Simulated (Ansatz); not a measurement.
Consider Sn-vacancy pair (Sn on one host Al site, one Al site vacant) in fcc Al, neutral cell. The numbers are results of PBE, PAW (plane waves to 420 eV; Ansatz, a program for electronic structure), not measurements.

Cell of 32 host sites held at the relaxed PBE lattice; a 3×3×3 k-point mesh shifted by half a step; Fermi-Dirac width 0.10 eV, spin-restricted; finite-size errors left in. No zero-point or tunnelling terms. Forms of the defect that were not tried may lie lower.

Barriers: single points on a 5×5×5 k-point mesh shifted by half a step at the bands' geometries.

The step: direct exchange of Sn with the vacancy (Sn-vacancy distance between ideal sites 2.86 Å throughout) (strongly reconstructed ends); the atom moves 2.26 Å along (0.00, 0.40, 0.40) of the unit cell; the moving atom starts with neighbours 4 Al at 2.85, 2 Al at 2.96, 4 Al at 3.05, Al at 3.17 Å and ends with 4 Al at 2.85, 2 Al at 2.96, 4 Al at 3.05, Al at 3.17 Å.

Q: What migration barrier of this step does PBE, PAW give?

A: 0.28 eV, the same both ways. At the saddle the moving atom has neighbours 4 Al at 2.73, 2 Al at 3.18, 2 Al at 3.21 Å. The saddle point's order was not checked, and it lies on a symmetry element of the cell, where a band can be held.
